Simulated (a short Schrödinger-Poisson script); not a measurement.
Solved with a short Schrödinger-Poisson script written for these runs: one-band effective-mass equation with BenDaniel-Duke matching, electrons, heavy and light holes apart, hard walls at the outer ends, one valence edge for both holes (no strain splitting), no charge, excitons, band mixing or non-parabolicity; under a field the levels are quasi-bound states of a box, listed while three quarters of their weight lies within 4 nm of the wells.

Structure: single InAs/In0.52Al0.48As quantum well.

From the first side: 20 nm In0.52Al0.48As; 3 nm InAs; 20 nm In0.52Al0.48As.

Constants are typed, rounded textbook-type inputs, not results; the design itself was drawn at random and stands for no fabricated device. InAs: direct gap (eV) 0.45, conduction-band edge (eV) 0, electron mass (mₑ) 0.03, heavy-hole mass 0.35, light-hole mass 0.035. In0.52Al0.48As: direct gap (eV) 1.45, conduction-band edge (eV) 0.75, electron mass (mₑ) 0.075, heavy-hole mass 0.41, light-hole mass 0.09.

The valence-band edge of each layer lies one gap below its conduction-band edge. The electron's potential energy rises along the stack by the applied field. Mesh 0.03 nm at interfaces.

### Question
Give the e1-hh1 transition at zero applied field (eV); the shift of e1-hh1 at 123.8 kV/cm (meV); the squared e1-hh1 overlap at zero applied field.

### Answer
e1-hh1 transition at zero applied field (eV): 0.777; shift of e1-hh1 at 123.8 kV/cm (meV): -1.1; squared e1-hh1 overlap at zero applied field: 0.95. Parabolic bands overrate the confinement in so narrow a well of a small-gap material. Excitons are left out, and strain enters only through the typed gaps and offsets, so measured lines lie elsewhere.
